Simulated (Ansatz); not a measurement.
## Worked example: self-consistent single point of Nb3Si2 (P4/mbm, 10 atoms in the cell) in Ansatz

Method: r2SCAN, default PAW files made with PBE (plane waves; Ansatz, a first-principles code).

Input as run:

Ansatz 0.2 input:
```yaml
crystal:
  lattice:
    - [6.74561000, 0.00000000, 0.00000000]
    - [0.00000000, 6.74561000, 0.00000000]
    - [0.00000000, 0.00000000, 3.52141000]
  atoms:
    - { symbol: Nb, position_ang: [3.37280500, 3.37280500, 0.00000000] }
    - { symbol: Nb, position_ang: [0.00000000, 0.00000000, 0.00000000] }
    - { symbol: Nb, position_ang: [4.52933983, 1.15653483, 1.76070500] }
    - { symbol: Nb, position_ang: [2.21627017, 5.58907517, 1.76070500] }
    - { symbol: Nb, position_ang: [5.58907517, 4.52933983, 1.76070500] }
    - { symbol: Nb, position_ang: [1.15653483, 2.21627017, 1.76070500] }
    - { symbol: Si, position_ang: [0.85851378, 4.23131878, 0.00000000] }
    - { symbol: Si, position_ang: [5.88709622, 2.51429122, 0.00000000] }
    - { symbol: Si, position_ang: [2.51429122, 0.85851378, 0.00000000] }
    - { symbol: Si, position_ang: [4.23131878, 5.88709622, 0.00000000] }
basis:
  ecutwfc: 500.0
kpoints:
  mp_grid:
    grid: [3, 3, 6]
    shift: [0.5, 0.5, 0.5]
hamiltonian:
  xc: r2scan
  pseudopotentials:
    kind: paw
scf:
  occupations:
    method: gaussian
    width: 0.272
output:
  forces: true
  eigenvalues: true
  stress: true
```

The program printed (abridged):

```
WARN ansatz: RAYON_NUM_THREADS=1 ignored (pool sized by the plan → 1); use --threads N
Pseudopotentials: kind: paw
Pseudopotential: Nb, paw, valence charge 13
Pseudopotential: Si, paw, valence charge 4
Crystal: 10 atoms, lattice volume = 160.236 Å³
Basis set: ecut = 500 eV, 4093 PW (Γ), exchange–correlation on 200×200×108 points (64 copies of the dense FFT grid, shifted against one another)
Bands: 57, of which v1, the nominal top of the filled ones, is band 47 counted from 1 (46 counted from 0)
Symmetry: 16 space group operations
Space group: P4/mbm (ITA 127), of the structure as read, at distance tolerance 5.4e-5 Å
k-points: 9 of 54
PAW frozen core: Nb, regenerated for the run's functional
PAW frozen core: Si, regenerated for the run's functional
Initial density: superposition of atomic densities (neutral atoms: chi_scale 0, normalization atom), corrected by the library's trained network
Initial wavefunctions: pseudopotential atomic-orbital guess
Eigensolver: davidson
Functional: x = r2scan, c = r2scan; τ floored in thin density (d = 2e-4 eV/Å³)
SCF iter   1: F=—  HF=-29945.168722 eV  |F-HF|=—  |Δ(HF+E_count)|=         —  Δρ=8.41e-3  dr2=8.40e-2  dr2_τ=1.33e-1  ethr=1.77e-3  ⟨swp⟩=5.0  Hψ=1786  notcnv=0
all-band conjugate gradients solve this SCF's bands
preconditioner: auto → Kerker (q_TF=auto, 2.496 Å⁻¹)
SCF iter   2: F=—  HF=-29945.208635 eV  |F-HF|=—  |Δ(HF+E_count)|=   3.99e-2  Δρ=4.90e-3  dr2=2.49e-2  dr2_τ=1.80e-3  ethr=8.93e-5  ⟨swp⟩=2.4  Hψ=920  notcnv=0
SCF iter   3: F=—  HF=-29945.207739 eV  |F-HF|=—  |Δ(HF+E_count)|=   8.96e-4  Δρ=1.34e-3  dr2=5.96e-3  dr2_τ=9.42e-4  ethr=2.64e-5  ⟨swp⟩=2.0  Hψ=777  notcnv=0
SCF iter   4: F=—  HF=-29945.207430 eV  |F-HF|=—  |Δ(HF+E_count)|=   3.09e-4  Δρ=4.93e-4  dr2=4.56e-4  dr2_τ=7.63e-5  ethr=6.34e-6  ⟨swp⟩=2.0  Hψ=614  notcnv=0
SCF iter   5: F=—  HF=-29945.207443 eV  |F-HF|=—  |Δ(HF+E_count)|=   1.37e-5  Δρ=1.52e-4  dr2=3.62e-5  dr2_τ=1.25e-6  ethr=4.85e-7  ⟨swp⟩=2.0  Hψ=694  notcnv=0
SCF iter   6: F=—  HF=-29945.207445 eV  |F-HF|=—  |Δ(HF+E_count)|=   1.58e-6  Δρ=2.25e-5  dr2=8.56e-7  dr2_τ=1.86e-8  ethr=3.85e-8  ⟨swp⟩=2.0  Hψ=717  notcnv=0
SCF iter   7: F=-29945.207445 eV  HF=-29945.207445 eV  |F-HF|=1.35e-9  |Δ(HF+E_count)|=   1.61e-7  Δρ=4.09e-6  dr2=2.81e-8  dr2_τ=1.66e-9  ethr=1.06e-10  ⟨swp⟩=9.2  Hψ=2283  notcnv=0
SCF 1 converged in 7 iterations: F = -29945.207445 eV  dr2 = 2.81e-8
SCF converged after 7 iterations
Free energy (F): -29945.207445 eV
Harris-Foulkes:  -29945.207445 eV  (|F-HF|=1.35e-9)
Internal energy: -29945.013008 eV  (E = F + TS)
E sigma→0 (E₀):  -29945.110226 eV
Entropy (-TS):   -0.194438 eV (-19.444 meV/atom)
Fermi energy:    16.276124 eV
--- Per-component energies (eV) ---
  E_band       = -502.332130
  E_kinetic    = 2531.720158
  E_local      = -4801.453652  (includes V_loc(G=0)·N_el)
  E_nonlocal   = 810.616829
  E_hartree    = 1572.576039
  E_xc         = -1231.386332
  E_vxc        = -1629.128564  (∫ρ·V_xc dr)
  E_paw        = -20617.873516  (= ΣΔE_a)
  E_vpaw       = -656.081778  (= ΣTr[D̂ρ^β])
  E_aug_tail   = 0.000042  (compensation charges beyond the density's cutoff)
  E_vtau       = 96.845461  (kinetic-family band-sum trace: ∫τ·v_τ [+ j·A + Jᵃ·Aᵃ] dr)
  E_ewald      = -8207.752259
  E_core_change = -1.460316  (= ΣΔE_core)
  E_smearing   = -0.194438  (= −TS)
  E_closure    = 0.000000  (closes the sum)
  Σ components = -29945.207445   (vs F -29945.207445, Δ=0.00e0)
--- Forces (eV/Å), atoms counted from 1 ---
  atom   1  Nb     0.00000000    -0.00000000     0.00000000
  atom   2  Nb    -0.00000000     0.00000000     0.00000000
  atom   3  Nb    -0.01225696    -0.01225696     0.00000000
  atom   4  Nb     0.01225696     0.01225696     0.00000000
  atom   5  Nb     0.01225696    -0.01225696     0.00000000
  atom   6  Nb    -0.01225696     0.01225696     0.00000000
  atom   7  Si    -0.00564848    -0.00564848     0.00000000
  atom   8  Si     0.00564848     0.00564848     0.00000000
  atom   9  Si     0.00564848    -0.00564848     0.00000000
  atom  10  Si    -0.00564848     0.00564848     0.00000000
  max |Σ_I F_I| component: 2.95e-17 eV/Å
--- Stress (GPa, compression-positive) ---
       -1.671115       0.000000       0.000000
        0.000000      -1.671115       0.000000
        0.000000       0.000000      -1.848437
  P = ⅓ Tr σ = -1.7302 GPa (-17.302 kbar)
  The stress holds the Pulay correction. Without it, at fixed plane waves, as pw.x and ABINIT print it: P = -1.7981 GPa
--- Band table (eV; the first three rows and the last of 9) ---
  k-point 0: bands = ["-40.6822", "-40.6488", "-40.6453", "-40.6409", "-40.4532", "-40.4354", "-16.3093", "-16.2855", "-16.2167", "-16.1445", "-16.1430", "-16.1185", "-16.0644", "-16.0273", "-16.0252", "-16.0154", "-16.0038", "-15.9230", "-15.8288", [...]
  k-point 1: bands = ["-40.6687", "-40.6444", "-40.6393", "-40.6364", "-40.4510", "-40.4410", "-16.2825", "-16.2493", "-16.2470", "-16.2133", "-16.1973", "-16.1354", "-16.1239", "-16.1133", "-16.0680", "-15.9998", "-15.9926", "-15.9071", "-15.7528", [...]
  k-point 2: bands = ["-40.6544", "-40.6399", "-40.6333", "-40.6317", "-40.4488", "-40.4476", "-16.3558", "-16.3190", "-16.2695", "-16.2320", "-16.2258", "-16.1830", "-16.1601", "-16.0622", "-16.0237", "-15.9811", "-15.9569", "-15.8806", "-15.8288", [...]
  k-point 8: bands = ["-40.6456", "-40.6456", "-40.6341", "-40.6341", "-40.4481", "-40.4481", "-16.3730", "-16.3730", "-16.1868", "-16.1868", "-16.1690", "-16.1690", "-16.1500", "-16.1500", "-16.0022", "-16.0022", "-15.9662", "-15.9662", "-15.8262", [...]
```

The run converged in 7 iterations.

The starting cell comes from a database of computed structures (which also holds hypothetical and non-ambient phases and stackings), without a prior relaxation at this level. Spin polarisation is off. Ansatz's pressure includes its estimate of the finite-basis (Pulay) stress.
